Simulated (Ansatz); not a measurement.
## Converging the k-point mesh: SrSi (Cm, 4 atoms in the cell)

```yaml
crystal:
  lattice:
    - [2.42164, -5.67650, 0.00000]
    - [2.42164, 5.67650, 0.00000]
    - [0.00000, 0.00000, 4.06799]
  atoms:
    - { symbol: Sr, position: [0.36129, 0.63871, 0.26229] }
    - { symbol: Sr, position: [0.63871, 0.36129, 0.75000] }
    - { symbol: Si, position: [0.06371, 0.93629, 0.25000] }
    - { symbol: Si, position: [0.93629, 0.06371, 0.75000] }
```

Computed with PBEsol, default PAW files made with PBE (plane waves; Ansatz, a quantum-chemistry and plane-wave program).

Base settings: basis.ecutwfc = 420 eV; kpoints.mp_grid.grid = 8 8 8; hamiltonian.xc = pbesol; hamiltonian.pseudopotentials = {kind: paw} (the program's default PAW files); scf.occupations.method = fermi_dirac; scf.occupations.width = 0.1 eV.

The second cell is the first with its lattice scaled by 0.98.

Only quantities that move along the ladder and can be compared are tabulated.

The count of work is k-points × plane waves × bands × iterations; it is no time. 

The starting cell comes from a database of computed structures (which also holds hypothetical and non-ambient phases and stackings), without a prior relaxation at this level. Its lattice was rescaled by up to half a per cent. One atom was moved a little off its site on purpose. Ansatz's pressure includes its estimate of the finite-basis (Pulay) stress.

```tsv
kpoints.mp_grid.grid	free energy less the last step's (meV/atom)	energy of the compressed cell less the first (meV/atom)	pressure (GPa)	largest difference of a force vector from the last step's (eV/Å)	count of work / last
2 2 2	10.08	-17.17	-2.87	0.780	0.011
2 2 3	27.59	-8.84	-2.16	0.296	0.0093
3 3 3	22.20	-5.29	-1.85	0.123	0.018
3 3 4	7.79	-5.14	-1.85	0.053	0.025
4 4 4	12.55	-5.68	-1.89	0.098	0.043
5 5 5	-1.17	-6.04	-1.93	0.069	0.071
6 6 6	-1.59	-6.10	-1.94	0.048	0.11
7 7 8	-0.65	-6.03	-1.94	0.009	0.18
8 8 8	-0.44	-6.05	-1.94	0.009	0.23
9 9 10	0.00	-6.18	-1.95	0.001	0.36
13 13 14	0.00	-6.26	-1.96	0.000	1.0
```

Coarsest kpoints.mp_grid.grid that holds the free energy within 1 meV/atom of the last step, with all finer ones: 7 7 8, at 0.18 of the last step's count of work; the step before is off by 1.6 meV/atom.

Coarsest kpoints.mp_grid.grid that holds the pressure within 0.05 GPa of the last step, with all finer ones: 5 5 5, at 0.071 of the last step's count of work; the step before is off by 0.07 GPa.

Coarsest kpoints.mp_grid.grid that holds the energy of the compressed cell less the first within 2 meV/atom of the last step, with all finer ones: 3 3 3, at 0.018 of the last step's count of work; the step before is off by 2.6 meV/atom.

The energy difference between the two cells stays within 1 meV/atom of the last step's from 4 4 4 on, the total only from 7 7 8 on: much of the error is common to both cells and cancels.

Two neighbours can agree and both be off: 3 3 3 and 3 3 4 differ by 0.14 meV/atom in the energy of the compressed cell less the first, yet lie about 1.1 meV/atom from the last step.

Keys are those of Ansatz 0.2.
